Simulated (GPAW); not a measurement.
Worked example: self-consistent single point of KI (Fm-3m, 2 atoms in the cell) in GPAW.

Level of theory: PBE, GPAW PAW datasets PBE (gpaw-data 1.0.1) (plane waves; GPAW).

The change in words: lattice scaled by 0.98. Reference geometry:
```xyz
2
Lattice="0.0000 3.5566 3.5566 3.5566 0.0000 3.5566 3.5566 3.5566 0.0000" Properties=species:S:1:pos:R:3 pbc="T T T"
K      0.0000     0.0000     0.0000
I      3.5566     3.5566     3.5566
```

Reference input (self-consistent single point, DFT PBE, plane waves, GPAW PAW datasets PBE (gpaw-data 1.0.1)): mode = pw; ecut = 550 eV; xc = PBE; kpts = 7 7 7; mesh shift (steps) = 0 0 0; occupations.name = fermi-dirac; occupations.width = 0.05 eV; nbands = -8; convergence.forces = 0.001 eV/Å; convergence.bands = -6; symmetry.symmorphic = false; symmetry.tolerance = 0.0005. This run's input differs from it in these lines:

```diff
@@ -5,5 +5,5 @@
 atoms = Atoms(['K', 'I'],
-              cell=[[0.000000, 3.556605, 3.556605],
-                    [3.556605, 0.000000, 3.556605],
-                    [3.556605, 3.556605, 0.000000]],
+              cell=[[0.000000, 3.485473, 3.485473],
+                    [3.485473, 0.000000, 3.485473],
+                    [3.485473, 3.485473, 0.000000]],
               scaled_positions=[[0.000000, 0.000000, 0.000000],
```

The program printed (abridged):

```
     iter     time        total  log10-change:
                         energy   eigst   dens  force
iter:   1 --:--:--    -5.769029   +1.17
iter:   2 --:--:--    -5.764312   -0.11  -1.39
iter:   3 --:--:--    -5.699108   -0.88  -1.41
iter:   4 --:--:--    -5.700532   -1.54  -1.62
iter:   5 --:--:--    -5.708774   -2.21  -1.70
iter:   6 --:--:--    -5.707048   -2.75  -2.30
iter:   7 --:--:--    -5.707044c  -3.52  -2.79
iter:   8 --:--:--    -5.707027c  -4.25  -3.03
iter:   9 --:--:--    -5.707022c  -5.01  -3.38
iter:  10 --:--:--    -5.707044c  -5.28  -3.31
iter:  11 --:--:--    -5.707043c  -5.99  -4.33c
iter:  12 --:--:--    -5.707043c  -6.51  -4.47c
iter:  13 --:--:--    -5.707044c  -6.95  -4.53c
iter:  14 --:--:--    -5.707044c  -7.27  -4.60c
iter:  15 --:--:--    -5.707044c  -7.92c -5.12c
iter:  16 --:--:--    -5.707044c  -8.32c -5.50c -24.04c
Converged after 16 iterations.

Dipole moment: (-0.000000, -0.000000, -0.000000) |e|*Ang

Energy contributions relative to reference atoms: (reference = -209923.048885)

Kinetic:         +6.379738
Potential:       -5.414834
External:        +0.000000
XC:              -5.999343
Entropy (-ST):   -0.000000
Local:           -0.672605
SIC:             +0.000000
--------------------------
Free energy:     -5.707044
Extrapolated:    -5.707044

Showing only first 2 kpts
 Kpt  Band  Eigenvalues  Occupancy
  0     6      0.72440    2.00000
  0     7      0.72440    2.00000
  0     8      4.79855    0.00000
  0     9      7.21287    0.00000

  1     6      0.63436    2.00000
  1     7      0.63436    2.00000
  1     8      5.41719    0.00000
  1     9      6.74749    0.00000

Fermi level: 2.45704

Gap: 4.074 eV
Transition (v -> c):
  (s=0, k=0, n=7, [0.00, 0.00, 0.00]) -> (s=0, k=0, n=8, [0.00, 0.00, 0.00])
No difference between direct/indirect transitions
Energy (eV): -5.707044

Forces in eV/Ang:
  0 K     0.00000    0.00000   -0.00000
  1 I     0.00000    0.00000    0.00000

Stress tensor:
    -0.007172     0.000000     0.000000
     0.000000    -0.007172     0.000000
     0.000000     0.000000    -0.007172
Stress (GPa, Voigt): [-1.1491 -1.1491 -1.1491  0.      0.      0.    ]
```

The run converged in 16 iterations. GPAW prints stress with tension positive. Against the reference run the free energy goes up by 11.9 meV/atom, the pressure goes from 0.31 to 1.15 GPa and the gap on the mesh goes from 3.930 to 4.074 eV.

The starting cell comes from a database of computed structures (which also holds hypothetical and non-ambient phases and stackings), without a prior relaxation at this level. Its lattice was rescaled by a random factor within 2.5 % of one. For this run, on top of that: lattice scaled by 0.98. Spin-orbit coupling is off.
